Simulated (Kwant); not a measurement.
Computed with Kwant: Hückel tight-binding model, one pz orbital an atom, one spin, coherent transport at 0 K. Conductance is in e²/h.

Model system: π system c1ccc2c(c1)oc1ccccc12 between two chain leads. The π system is taken as planar. Atoms are numbered from 0 in the order of the SMILES. Site energies (eV, carbon 0): [0.0, 0.0, 0.0, 0.0, 0.0, 0.0, -6.0, 0.0, 0.0, 0.0, 0.0, 0.0, 0.0]. Bonds (i, j, β in eV): (0,1,-3) (1,2,-3) (2,3,-3) (3,4,-3) (4,5,-3) (4,6,-2.4) (6,7,-2.4) (7,8,-3) (8,9,-3) (9,10,-3) (10,11,-3) (11,12,-3) (5,0,-3) (12,7,-3) (12,3,-3). Leads: chains of hopping −4.5 eV, joined by −0.6 eV to atoms 0 and 8.

Site energies and bond integrals are typed Hückel values.

Sweep values stay those of the base run.

One input was changed, with this effect: transmission at E = 0 3.4e-6 → 0.00081.

**Question.** Which change was it?
A. contacts moved from atoms [0, 8] to [1, 2]
B. contacts moved from atoms [0, 8] to [0, 2]
C. contacts moved from atoms [0, 8] to [0, 1]
D. contacts moved from atoms [0, 8] to [0, 9]
E. contacts moved from atoms [0, 8] to [5, 8]
F. contacts moved from atoms [0, 8] to [1, 10]

**Answer.** A, contacts moved from atoms [0, 8] to [1, 2]
